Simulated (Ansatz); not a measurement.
**CdSe, response to strain**

Base system: CdSe in the zinc blende structure (space group F-43m, No. 216; a = 6.007 Å). Axes: x, y, z lie along the cube axes.

Strains are applied to the cell and any free atomic positions relax; under biaxial strain the out-of-plane vector relaxes too.

Computed with DFT with LDA, PAW potentials and a 420 eV plane-wave cutoff in Ansatz (an electronic-structure program), no SOC.

Notes on the quantities. energy relative to the base: free energy F.

| change | energy relative to the base | band gap | shortest interatomic distance |
|---|---|---|---|
| base | 0 meV/atom | 0.41 eV | 4.916 bohr |
| biaxial strain −2.50 %, plane normal [111], relaxed out of plane | +10 meV/atom | 0.35 eV | 4.872 bohr |
| biaxial strain −2.08 %, plane normal [111], relaxed out of plane | +6.9 meV/atom | 0.36 eV | 4.878 bohr |
| biaxial strain −1.67 %, plane normal [111], relaxed out of plane | +4.4 meV/atom | 0.38 eV | 4.885 bohr |
| biaxial strain −1.25 %, plane normal [111], relaxed out of plane | ___ | 0.39 eV | ___ |
| biaxial strain −0.83 %, plane normal [111], relaxed out of plane | +1.1 meV/atom | 0.39 eV | 4.900 bohr |
| biaxial strain −0.42 %, plane normal [111], relaxed out of plane | +0.3 meV/atom | 0.40 eV | 4.908 bohr |
| biaxial strain +0.42 %, plane normal [111], relaxed out of plane | +0.3 meV/atom | 0.37 eV | 4.920 bohr |
| biaxial strain +2.50 %, plane normal [111], relaxed out of plane | +9.6 meV/atom | 0.26 eV | 4.933 bohr |

Question: What belongs in the blanks?

Answer: 
- biaxial strain −1.25 %, plane normal [111], relaxed out of plane, energy relative to the base: +2.5 meV/atom
- biaxial strain −1.25 %, plane normal [111], relaxed out of plane, shortest interatomic distance: 4.892 bohr

Whether these cells are dynamically stable was not tested. A zero or small gap of CdSe under biaxial strain +2.50 %, plane normal [111], relaxed out of plane can be the functional's error rather than a property of the material.
